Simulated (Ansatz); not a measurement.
NaH₂N (Fddd, No. 70; cell taken from a computed entry) was calculated with PBEsol (Ansatz, a program for electronic structure, plane waves, PAW).

Numerical settings: plane-wave cutoff 500 eV, 8×8×8 k mesh, gaussian smearing 0.02 eV, scalar-relativistic PAW data made under PBE.

Cell (relaxed at this level):

```cif
data_H8N4Na4
_chemical_formula_sum 'Na4 H8 N4'
_space_group_name_H-M_alt 'P 1'
_space_group_IT_number 1
_cell_length_a 6.80282
_cell_length_b 6.44554
_cell_length_c 5.97276
_cell_angle_alpha 66.306
_cell_angle_beta 60.182
_cell_angle_gamma 53.511
loop_
_space_group_symop_operation_xyz
  'x, y, z'
loop_
_atom_site_label
_atom_site_type_symbol
_atom_site_fract_x
_atom_site_fract_y
_atom_site_fract_z
_atom_site_occupancy
Na1 Na 0.39625 0.39625 0.10375 1
Na2 Na 0.10375 0.10375 0.39625 1
Na3 Na 0.85375 0.85375 0.14625 1
Na4 Na 0.14625 0.14625 0.85375 1
H1 H 0.81659 0.54096 0.61003 1
H2 H 0.54096 0.81659 0.03242 1
H3 H 0.03242 0.61003 0.54096 1
H4 H 0.61003 0.03242 0.81659 1
H5 H 0.43341 0.70904 0.63997 1
H6 H 0.70904 0.43341 0.21758 1
H7 H 0.21758 0.63997 0.70904 1
H8 H 0.63997 0.21758 0.43341 1
N1 N 0.00791 0.49209 0.49209 1
N2 N 0.49209 0.00791 0.00791 1
N3 N 0.24209 0.75791 0.75791 1
N4 N 0.75791 0.24209 0.24209 1
```

Q: Give the computed band gap.

A: 
- band gap = 1.85 eV (on the SCF k mesh)

Note: the relaxation could not lower the start's symmetry, so the cell can be a saddle point above a distorted one.

Computed values are for the static lattice.
